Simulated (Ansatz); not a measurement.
## Response to strain in BeSe

Start from BeSe in the zinc blende structure (space group F-43m, No. 216; a = 5.129 Å). Axes: x, y, z lie along the cube axes.

Strains are applied to the cell and any free atomic positions relax; under biaxial strain the out-of-plane vector relaxes too; under stress the whole cell relaxes.

The values are results of Kohn–Sham DFT with the PBEsol functional, run in Ansatz (a program for electronic structure) with PAW and 420 eV plane waves, no spin-orbit coupling, earlier PAW set, not measurements.

```json
[
 {"variant": "base", "smallest direct gap": "4.29 eV", "volume per atom": "16.86 Å³", "gap character": "indirect, Γ → X", "space group": "F-43m (No. 216)"},
 {"variant": "biaxial strain −3.08 %, plane normal [001], relaxed out of plane", "smallest direct gap": "4.44 eV", "volume per atom": "16.23 Å³", "gap character": "indirect, Γ → X", "space group": "I-4m2 (No. 119)"},
 {"variant": "biaxial strain +2.65 %, plane normal [001], relaxed out of plane", "smallest direct gap": "___", "volume per atom": "___", "gap character": "indirect, Γ → M", "space group": "I-4m2 (No. 119)"},
 {"variant": "biaxial strain −3.91 %, plane normal [111], relaxed out of plane", "smallest direct gap": "3.85 eV", "volume per atom": "15.83 Å³", "gap character": "indirect, Γ → F", "space group": "R3m (No. 160)"},
 {"variant": "biaxial strain +2.77 %, plane normal [111], relaxed out of plane", "smallest direct gap": "3.71 eV", "volume per atom": "17.61 Å³", "gap character": "indirect, Γ → F", "space group": "R3m (No. 160)"},
 {"variant": "isotropic strain −1.99 %", "smallest direct gap": "4.74 eV", "volume per atom": "15.88 Å³", "gap character": "indirect, Γ → X", "space group": "F-43m (No. 216)"},
 {"variant": "isotropic strain −0.91 %", "smallest direct gap": "4.49 eV", "volume per atom": "16.41 Å³", "gap character": "indirect, Γ → X", "space group": "F-43m (No. 216)"},
 {"variant": "isotropic strain +5.35 %", "smallest direct gap": "3.22 eV", "volume per atom": "19.72 Å³", "gap character": "indirect, Γ → X", "space group": "F-43m (No. 216)"},
 {"variant": "tensor shear ε_xy = −3.99 %", "smallest direct gap": "3.52 eV", "volume per atom": "16.84 Å³", "gap character": "indirect, Γ → X", "space group": "Imm2 (No. 44)"},
 {"variant": "uniaxial stress, 5 GPa tension along x", "smallest direct gap": "3.99 eV", "volume per atom": "17.23 Å³", "gap character": "indirect, Γ → X", "space group": "I-4m2 (No. 119)"}
]
```

What belongs in the blanks?


- biaxial strain +2.65 %, plane normal [001], relaxed out of plane, smallest direct gap: 3.90 eV
- biaxial strain +2.65 %, plane normal [001], relaxed out of plane, volume per atom: 17.37 Å³

Beyond what the load breaks, stability against distortions was not tested. k-point labels follow each cell's own Brillouin zone.
